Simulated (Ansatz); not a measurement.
**Rb2SnBr6 (space group Fm-3m, No. 225)**

```
Rb2SnBr6
1.0
    0.00000     5.31415     5.31415
    5.31415     0.00000     5.31415
    5.31415     5.31415     0.00000
Rb Sn Br
2 1 6
Direct
  0.25000   0.25000   0.25000
  0.75000   0.75000   0.75000
  0.00000   0.00000   0.00000
  0.24617   0.75383   0.24617
  0.75383   0.24617   0.75383
  0.24617   0.75383   0.75383
  0.75383   0.24617   0.24617
  0.24617   0.24617   0.75383
  0.75383   0.75383   0.24617
```

All numbers come from PBEsol/PAW in Ansatz (a program for electronic structure), no SOC. Settings: 6×6×6 k-points, 0.05 eV Fermi–Dirac smearing.

| Item | Value |
|---|---|
| Volume per atom | 33.35 Å³ |
| Density | 4.25 g/cm³ |
| Band gap | 1.13 eV, direct at Γ |
| Electron mass | 0.30 mₑ |
| Lowest conduction-band minima above the VBM | Γ 1.13 eV |
| Total energy | -3201.497 eV/atom (σ→0; compares only within this code and set-up) |

Effective masses come from finite differences of ±0.01 Å⁻¹. No phonon test of stability was made.
